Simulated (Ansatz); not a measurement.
An input for Ansatz (PBEsol) and the part of its output that reports the quasi-harmonic study. Lengths are of the primitive cell. 

Ansatz 0.2 input:
```yaml
crystal:
  lattice:
    - [2.8619693983, 0.0, 0.0]
    - [0.0, 2.8619693983, 0.0]
    - [0.0, 0.0, 2.8619693983]
  atoms:
    - { symbol: Al, position: [0.0, 0.0, 0.0] }
    - { symbol: Ni, position: [0.5, 0.5, 0.5] }
kpoints:
  mp_grid: { grid: [12, 12, 12] }
hamiltonian:
  xc: pbesol
  pseudopotentials: { kind: paw }
scf:
  occupations: { method: methfessel_paxton, width: 0.15 }
phonons:
  method: dfpt
  qmesh: [3, 3, 3]
  temperatures: { t_max: 1000, t_step: 25 }
  thermal_expansion: {}
checkpoint:
  write: run
```

```
--- Thermal expansion: 11 cells in 3 rounds, 0 GPa ---
  no lower state was reached at cell 4; its state was not examined: fill_not_monotonic
  without vibrations: a 2.86245, b 2.86245, c 2.86245 Å, V 23.4539 Å³, B 173.10 GPa
  at 0 K: a 2.86868, b 2.86868, c 2.86868 Å, V 23.6072 Å³, B 169.90 GPa
  zero-point expansion: a +0.218, b +0.218, c +0.218, V +0.654 %
      T/K        a/Å        b/Å        c/Å       V/Å³ | expansion of a, b, c, V (1e-6/K)   | that of V in the mean from 25 °C | C_P, C_V (J/mol K of the cell) | B_T, B_S (GPa)
     0.00    2.86868    2.86868    2.86868    23.6072 |    0.00    0.00    0.00    0.00 |   24.51 |     0.000     0.000 |   169.90   169.90
   100.00    2.86946    2.86946    2.86946    23.6266 |    6.90    6.90    6.90   20.70 |   32.77 |    23.926    23.823 |   168.74   169.47
   200.00    2.87220    2.87220    2.87220    23.6944 |   11.42   11.42   11.42   34.25 |   37.12 |    40.425    39.870 |   165.66   167.96
   298.15    2.87570    2.87570    2.87570    23.7810 |   13.16   13.16   13.16   39.48 |       - |    46.380    45.301 |   162.19   166.05
   375.00    2.87870    2.87870    2.87870    23.8556 |   13.96   13.96   13.96   41.87 |   40.80 |    48.781    47.276 |   159.34   164.41
   475.00    2.88284    2.88284    2.88284    23.9586 |   14.73   14.73   14.73   44.20 |   42.22 |    50.809    48.728 |   155.50   162.14
   575.00    2.88719    2.88719    2.88719    24.0672 |   15.40   15.40   15.40   46.21 |   43.46 |    52.312    49.615 |   151.52   159.76
   675.00    2.89173    2.89173    2.89173    24.1810 |   16.05   16.05   16.05   48.15 |   44.63 |    53.601    50.241 |   147.40   157.26
   775.00    2.89647    2.89647    2.89647    24.3001 |   16.72   16.72   16.72   50.15 |   45.77 |    54.817    50.734 |   143.14   154.66
   875.00    2.90142    2.90142    2.90142    24.4249 |   17.43   17.43   17.43   52.28 |   46.93 |    56.032    51.153 |   138.72   151.95
   975.00    2.90659    2.90659    2.90659    24.5557 |   18.20   18.20   18.20   54.59 |   48.13 |    57.291    51.528 |   134.13   149.13
  1000.00    2.90792    2.90792    2.90792    24.5894 |   18.40   18.40   18.40   55.20 |   48.43 |    57.616    51.616 |   132.96   148.41
  the static fit leaves 0.000 meV an atom of the energies and, of the stresses, 0.000 GPa of each cell's largest along a strain (root mean squares over the cells), whose Pulay part it has at -0.029 GPa
  vibrations' free energy: its fit leaves 0.0003 meV an atom at the most
  the electrons' free energy at temperature is in it; its fit leaves 0.0002 meV an atom at the most
  free energies summed between the sampled wave vectors
  estimated error of the fitted expansion in any direction: up to 0.024e-6/K, at 1000 K (an estimate, not a bound: it was exceeded on models of known expansion)
  by sums over the sampled wave vectors an expansion of the volume parts by up to 1.34e-6/K
  by a static energy of one degree less an expansion of the volume parts by up to 0.07e-6/K
```

Warnings of the run: phonon_interpolation_lacks_dipole_term, thermal_expansion_settings.

Cost: roughly 30 core-minutes.

No phase change or melting is allowed for: the numbers belong to this structure as given.

Ansatz is a first-principles code.
